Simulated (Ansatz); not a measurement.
The parent structure is ZrS$_{2}$ in the CdI2 type structure (space group P-3m1, No. 164; a = 3.5781 Å, c = 5.5401 Å; layered, stacked along the Cartesian z axis). Axes: x lies along a and z along c of the hexagonal cell.

Computed with PBEsol-D3(BJ), PAW, 420 eV (Ansatz, a program for electronic structure; no SOC).

Before the change:

The band gap is 0.29 eV and the valence-band top at Γ is 0.00, -0.35, -0.35 eV.

Now apply this change: the cell is stretched by 1.00 % along x with no lateral relaxation, atoms relaxed at fixed cell.

**Question.** How does this affect the band gap?

**Answer.** The band gap goes up by 0.04 eV to 0.33 eV.

**Question.** How does this affect the valence-band top at Γ?

**Answer.** The valence-band top at Γ (three highest levels, from the VBM) changes from 0.00, -0.35, -0.35 eV to 0.00, -0.35, -0.41 eV.

**Question.** What does the calculation give for the stress after the change?

**Answer.** The stress (xx, yy, zz, yz, xz, xy; compression positive) amounts to (-1.41, -0.28, -0.12, 0.04, 0.00, 0.00) GPa.

**Question.** Estimate the effect on the energy relative to the base.

**Answer.** The energy increases by 0.9 meV/atom.

The cells carry an imposed strain or load. Whether these cells are dynamically stable was not tested. A zero or small gap of ZrS2 can be the functional's error rather than a property of the material.
